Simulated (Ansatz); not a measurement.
The parent structure is Ru in the hcp (Mg type) structure (space group P6_3/mmc, No. 194; a = 2.722 Å, c = 4.291 Å).

Computed with PBE, PAW, 420 eV (Ansatz, a program for electronic structure; scalar-relativistic without spin-orbit coupling).

One change was made to it. Results:

```json
[
 {"quantity": "volume per atom", "base": "13.77 Å³", "after": "13.64 Å³"},
 {"quantity": "c/a ratio", "base": "1.576", "after": "1.577"}
]
```

Question: Which of these changes matches the shifts?
A) pressure −2 GPa
B) pressure 0.3 GPa
C) pressure 7.5 GPa
D) pressure 3 GPa
E) pressure 10 GPa

Answer: D, pressure 3 GPa. For comparison, the volume per atom in the other runs: pressure 0.3 GPa gives 13.75 Å³; pressure 10 GPa gives 13.36 Å³; pressure 7.5 GPa gives 13.46 Å³; pressure −2 GPa gives 13.86 Å³.

Load acts through the strain it causes; cell and atoms are relaxed under it. Stability against distortions was not tested. Competing high-pressure phases were not computed. The final runs are not spin-polarised.
